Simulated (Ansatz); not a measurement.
System: interstitial N in wurtzite AlN (charge state -1). These are PBE, PAW (plane waves to 420 eV; Ansatz, a first-principles code) values and carry that method's errors.

Cell of 72 host sites held at the relaxed PBE lattice; the Γ point alone; Fermi-Dirac width 0.01 eV, spin-restricted; finite-size errors left in. Energies are static. The charge state is imposed; whether it is stable for some Fermi level was not computed. Sites that were not tried may lie lower.

Barriers: single points on a 2×2×2 k-point mesh shifted by half a step along c at the bands' geometries (they differ from the bands' own by up to 0.08 eV, and are uncertain by about as much).

The step: several atoms move together, N the farthest. Atoms about the jump, Cartesian Å from the middle of the jump, before and after:

```json
[
 {"atom": "N1", "x0": "-0.24", "y0": "0.59", "z0": "0.65", "x1": "0.24", "y1": "-0.59", "z1": "-0.65"},
 {"atom": "Al2", "x0": "0.19", "y0": "0.84", "z0": "-1.10", "x1": "0.24", "y1": "1.17", "z1": "-0.73"},
 {"atom": "Al3", "x0": "0.22", "y0": "-0.94", "z0": "1.63", "x1": "0.24", "y1": "-0.89", "z1": "1.36"},
 {"atom": "N4", "x0": "0.24", "y0": "-0.99", "z0": "-1.60", "x1": "0.25", "y1": "-1.49", "z1": "-1.86"},
 {"atom": "N5", "x0": "0.54", "y0": "1.04", "z0": "1.86", "x1": "0.24", "y1": "1.04", "z1": "1.19"},
 {"atom": "Al6", "x0": "-1.31", "y0": "-1.84", "z0": "-0.89", "x1": "-1.31", "y1": "-1.86", "z1": "-0.87"},
 {"atom": "Al7", "x0": "1.79", "y0": "-1.83", "z0": "-0.91", "x1": "1.80", "y1": "-1.86", "z1": "-0.87"},
 {"atom": "N8", "x0": "-1.35", "y0": "-1.89", "z0": "1.03", "x1": "-1.38", "y1": "-1.89", "z1": "1.07"},
 {"atom": "N9", "x0": "1.80", "y0": "-1.82", "z0": "1.01", "x1": "1.87", "y1": "-1.89", "z1": "1.07"},
 {"atom": "N10", "x0": "-1.37", "y0": "1.79", "z0": "-1.60", "x1": "-1.33", "y1": "1.84", "z1": "-1.49"},
 {"atom": "N11", "x0": "1.80", "y0": "1.77", "z0": "-1.51", "x1": "1.82", "y1": "1.84", "z1": "-1.49"},
 {"atom": "Al12", "x0": "-1.34", "y0": "1.75", "z0": "1.63", "x1": "-1.35", "y1": "1.82", "z1": "1.68"},
 {"atom": "Al13", "x0": "2.06", "y0": "1.92", "z0": "1.78", "x1": "1.84", "y1": "1.82", "z1": "1.68"},
 {"atom": "Al14", "x0": "-2.88", "y0": "0.88", "z0": "-0.88", "x1": "-2.86", "y1": "0.88", "z1": "-0.89"},
 {"atom": "Al15", "x0": "3.37", "y0": "0.88", "z0": "-0.89", "x1": "3.34", "y1": "0.88", "z1": "-0.89"},
 {"atom": "N16", "x0": "-2.94", "y0": "0.87", "z0": "1.03", "x1": "-2.87", "y1": "0.88", "z1": "1.03"},
 {"atom": "N17", "x0": "3.42", "y0": "0.89", "z0": "1.02", "x1": "3.36", "y1": "0.88", "z1": "1.03"},
 {"atom": "N18", "x0": "-2.89", "y0": "-0.94", "z0": "-1.47", "x1": "-2.86", "y1": "-0.93", "z1": "-1.50"},
 {"atom": "N19", "x0": "3.37", "y0": "-0.94", "z0": "-1.47", "x1": "3.35", "y1": "-0.93", "z1": "-1.50"},
 {"atom": "Al20", "x0": "0.24", "y0": "-0.94", "z0": "-3.50", "x1": "0.24", "y1": "-0.99", "z1": "-3.61"},
 {"atom": "Al21", "x0": "-2.89", "y0": "-0.94", "z0": "1.60", "x1": "-2.89", "y1": "-0.93", "z1": "1.61"},
 {"atom": "Al22", "x0": "3.36", "y0": "-0.91", "z0": "1.62", "x1": "3.38", "y1": "-0.93", "z1": "1.61"},
 {"atom": "N23", "x0": "0.25", "y0": "0.87", "z0": "-4.07", "x1": "0.24", "y1": "0.86", "z1": "-4.02"},
 {"atom": "N24", "x0": "0.22", "y0": "-1.02", "z0": "3.58", "x1": "0.24", "y1": "-0.93", "z1": "3.46"},
 {"atom": "Al25", "x0": "0.27", "y0": "0.89", "z0": "3.87", "x1": "0.24", "y1": "0.87", "z1": "4.07"}
]
```

### Question
Predict the transition state.

### Answer

```json
[
 {"atom": "N1", "x": "0.24", "y": "-0.06", "z": "-0.07"},
 {"atom": "Al2", "x": "0.25", "y": "0.91", "z": "-1.55"},
 {"atom": "Al3", "x": "0.25", "y": "-0.97", "z": "1.55"},
 {"atom": "N4", "x": "0.25", "y": "-1.17", "z": "-1.70"},
 {"atom": "N5", "x": "0.25", "y": "0.96", "z": "1.68"},
 {"atom": "Al6", "x": "-1.29", "y": "-1.79", "z": "-0.84"},
 {"atom": "Al7", "x": "1.78", "y": "-1.79", "z": "-0.84"},
 {"atom": "N8", "x": "-1.37", "y": "-1.91", "z": "1.09"},
 {"atom": "N9", "x": "1.86", "y": "-1.91", "z": "1.09"},
 {"atom": "N10", "x": "-1.39", "y": "1.86", "z": "-1.57"},
 {"atom": "N11", "x": "1.88", "y": "1.86", "z": "-1.57"},
 {"atom": "Al12", "x": "-1.37", "y": "1.81", "z": "1.67"},
 {"atom": "Al13", "x": "1.86", "y": "1.81", "z": "1.67"},
 {"atom": "Al14", "x": "-2.85", "y": "0.90", "z": "-0.88"},
 {"atom": "Al15", "x": "3.34", "y": "0.90", "z": "-0.88"},
 {"atom": "N16", "x": "-2.88", "y": "0.87", "z": "1.04"},
 {"atom": "N17", "x": "3.37", "y": "0.87", "z": "1.04"},
 {"atom": "N18", "x": "-2.87", "y": "-0.91", "z": "-1.47"},
 {"atom": "N19", "x": "3.36", "y": "-0.91", "z": "-1.47"},
 {"atom": "Al20", "x": "0.25", "y": "-0.98", "z": "-3.56"},
 {"atom": "Al21", "x": "-2.88", "y": "-0.95", "z": "1.62"},
 {"atom": "Al22", "x": "3.37", "y": "-0.95", "z": "1.62"},
 {"atom": "N23", "x": "0.25", "y": "0.90", "z": "-3.70"},
 {"atom": "N24", "x": "0.25", "y": "-1.01", "z": "3.58"},
 {"atom": "Al25", "x": "0.25", "y": "0.87", "z": "3.67"}
]
```
It lies 1.38 eV above the start and 1.38 eV above the end. The saddle point's order was not checked, and it lies on a symmetry element of the cell, where a band can be held.
